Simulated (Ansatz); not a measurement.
**Rb2LiSbCl6: response to strain**

Start from Rb$_{2}$LiSbCl$_{6}$ (space group Fm-3m, No. 225; a = 10.296 Å; a cell from a computed database, its experimental status unchecked). Axes: x, y, z lie along the cube axes.

Strains are applied to the cell and any free atomic positions relax; under biaxial strain the out-of-plane vector relaxes too; under stress the whole cell relaxes.

Computed with Kohn–Sham DFT with the PBEsol functional, run in Ansatz (a first-principles code) with PAW and 420 eV plane waves, no SOC.

| variant | space group | shortest interatomic distance | gap character | band gap |
|---|---|---|---|---|
| base | Fm-3m (No. 225) | 2.522 Å | indirect, X → L | 2.84 eV |
| biaxial strain +0.35 %, plane normal [001], relaxed out of plane | I4/mmm (No. 139) | 2.510 Å | indirect, M → N | 2.83 eV |
| biaxial strain +3.39 %, plane normal [111], relaxed out of plane | R-3m (No. 166) | 2.580 Å | indirect, F → T | 2.74 eV |
| isotropic strain −4.08 % | Fm-3m (No. 225) | 2.370 Å | indirect, X → L | 2.74 eV |
| uniaxial strain ε_xx = −4.77 % | I4/mmm (No. 139) | 2.330 Å | indirect, M → N | 2.73 eV |
| uniaxial strain ε_xx = +5.47 % | I4/mmm (No. 139) | 2.513 Å | indirect, X → N | 2.84 eV |
| tensor shear ε_yz = +1.48 % | Immm (No. 71) | 2.522 Å | indirect, T → R | 2.81 eV |
| tensor shear ε_yz = −1.52 % | Immm (No. 71) | 2.522 Å | indirect, T → R | 2.81 eV |
| uniaxial stress, 5 GPa compression along z | I4/mmm (No. 139) | 2.169 Å | indirect, M → Γ | 2.55 eV |

With Sb present, leaving out spin-orbit coupling can change the band edges. Beyond what the load breaks, stability against distortions was not tested. k-point labels follow each cell's own Brillouin zone.
